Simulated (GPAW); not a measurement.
Input and output of a self-consistent single point for CuRu3 (I4/mmm, 4 atoms in the cell) (GPAW).

Computed with PBEsol, GPAW PAW datasets PBEsol (made by gpaw-setup) (plane waves; GPAW).

The change in words: lattice scaled by 0.98. Reference geometry:
```yaml
crystal:
  lattice:
    - [-1.86921, 1.86921, 3.94628]
    - [1.86921, -1.86921, 3.94628]
    - [1.86921, 1.86921, -3.94628]
  atoms:
    - { symbol: Cu, position: [0.00000, 0.00000, 0.00000] }
    - { symbol: Ru, position: [0.75000, 0.25000, 0.50000] }
    - { symbol: Ru, position: [0.25000, 0.75000, 0.50000] }
    - { symbol: Ru, position: [0.50000, 0.50000, 0.00000] }
```

Reference input (self-consistent single point, DFT PBEsol, plane waves, GPAW PAW datasets PBEsol (made by gpaw-setup)): mode = pw; ecut = 800 eV; xc = PBEsol; kpts = 8 8 8; mesh shift (steps) = 0 0 0; occupations.name = methfessel-paxton; occupations.width = 0.1 eV; occupations.order = 0; nbands = -10; convergence.forces = 0.001 eV/Å; symmetry.symmorphic = false; symmetry.tolerance = 0.0005. This run's input differs from it in these lines:

```diff
@@ -5,5 +5,5 @@
 atoms = Atoms(['Cu', 'Ru', 'Ru', 'Ru'],
-              cell=[[-1.869205, 1.869205, 3.946280],
-                    [1.869205, -1.869205, 3.946280],
-                    [1.869205, 1.869205, -3.946280]],
+              cell=[[-1.831821, 1.831821, 3.867354],
+                    [1.831821, -1.831821, 3.867354],
+                    [1.831821, 1.831821, -3.867354]],
               scaled_positions=[[0.000000, 0.000000, 0.000000],
```

Log, with long lists cut:

```
     iter     time        total  log10-change:
                         energy   eigst   dens  force
iter:   1 --:--:--   -38.826480
iter:   2 --:--:--   -36.746388   -1.14  -1.26
iter:   3 --:--:--   -35.580391   -1.69  -1.33
iter:   4 --:--:--   -34.537101   -1.13  -1.44
iter:   5 --:--:--   -34.362813   -2.16  -1.93
iter:   6 --:--:--   -35.031421   -1.62  -2.06
iter:   7 --:--:--   -34.604659   -2.82  -2.02
iter:   8 --:--:--   -34.387285   -2.72  -2.35
iter:   9 --:--:--   -34.292384   -2.72  -2.64
iter:  10 --:--:--   -34.283828   -3.36  -2.84
iter:  11 --:--:--   -34.283912c  -5.43  -2.82
iter:  12 --:--:--   -34.284296c  -4.76  -2.85
iter:  13 --:--:--   -34.283520c  -4.75  -2.92
iter:  14 --:--:--   -34.283133c  -4.65  -3.18
iter:  15 --:--:--   -34.283147c  -6.09  -3.74
iter:  16 --:--:--   -34.283193c  -5.55  -3.77
iter:  17 --:--:--   -34.283132c  -5.81  -3.93
iter:  18 --:--:--   -34.283123c  -6.83  -4.12c
iter:  19 --:--:--   -34.283118c  -7.27  -4.29c
iter:  20 --:--:--   -34.283116c  -7.84c -4.33c
iter:  21 --:--:--   -34.283118c  -8.00c -4.33c -17.55c
Converged after 21 iterations.

Dipole moment: (0.000000, -0.000000, 0.000000) |e|*Ang

Energy contributions relative to reference atoms: (reference = -414530.596727)

Kinetic:        -25.033167
Potential:      +12.351156
External:        +0.000000
XC:             -21.001866
Entropy (-ST):   -0.023443
Local:           -0.587519
SIC:             +0.000000
--------------------------
Free energy:    -34.294839
Extrapolated:   -34.283118

Showing only first 2 kpts
 Kpt  Band  Eigenvalues  Occupancy
  0    27     11.97083    1.99895
  0    28     12.45683    0.00032
  0    29     13.45355    0.00000
  0    30     13.45355    0.00000

  1    27     11.76012    2.00000
  1    28     11.90045    1.99998
  1    29     12.28776    0.22758
  1    30     13.10670    0.00000

Fermi level: 12.20244

No gap
No difference between direct/indirect transitions
Energy (eV): -34.283118

Forces in eV/Ang:
  0 Cu    0.00000    0.00000   -0.00000
  1 Ru    0.00000   -0.00000    0.00000
  2 Ru    0.00000   -0.00000    0.00000
  3 Ru    0.00000    0.00000    0.00000

Stress tensor:
     0.001476     0.000000     0.000000
     0.000000     0.001476    -0.000000
     0.000000    -0.000000     0.002418
Stress (GPa, Voigt): [ 0.2365  0.2365  0.3875 -0.      0.      0.    ]
```

The run converged in 21 iterations. GPAW prints stress with tension positive. Against the reference run the free energy drops by 41.0 meV/atom and the pressure goes from -15.32 to -0.29 GPa.

The starting cell comes from a database of computed structures (which also holds hypothetical and non-ambient phases and stackings), without a prior relaxation at this level. Its lattice was rescaled by a random factor within 2.5 % of one. For this run, on top of that: lattice scaled by 0.98. Spin polarisation is off.

Cost on one core of a shared machine: roughly 2 min.
